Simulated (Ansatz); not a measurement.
Start from GaP in the zinc blende structure (space group F-43m, No. 216; a = 5.438 Å).

Now apply this change: In replaces 25.0 % of the Ga, ordered in a cell of 8 atoms (starting symmetry Cm) and fully relaxed.

The other end (x = 1) is InP in the zinc blende structure (space group F-43m, No. 216): 25.39 Å³/atom, gap 0.57 eV.

Levels (all Ansatz, a first-principles code, PAW): PBEsol (420 eV, without spin-orbit coupling); PBEsol+SOC (420 eV, noncollinear with spin-orbit coupling).

The geometry is relaxed with PBEsol.

* **PBEsol band gap**: 1.12 eV
* **PBEsol valence-band top at Γ**: 0.00, -0.08, -0.13 eV
* **PBEsol gap character**: direct at Γ
* **PBEsol width of the top valence band**: 1.69 eV

Task: What does PBEsol+SOC give at this geometry for the band gap, valence-band top at Γ, gap character and width of the top valence band?

Result: The band gap falls by 0.01 eV, from 1.12 eV to 1.11 eV; the valence-band top at Γ (three highest Kramers pairs, from the VBM) changes from 0.00, -0.08, -0.13 eV to 0.00, -0.08, -0.17 eV; the gap character (in this cell's own zone, which can be folded) stays direct at Γ; the width of the top valence band remains 1.69 eV.

Single points use the geometry relaxed with PBEsol. Differences between runs with and without spin-orbit coupling are approximate. Each cell is one ordered arrangement of few atoms, which overstates ordering effects compared with a random alloy. Whether these cells are dynamically stable was not tested. Labels are those of the standard path for the cell's own space group.
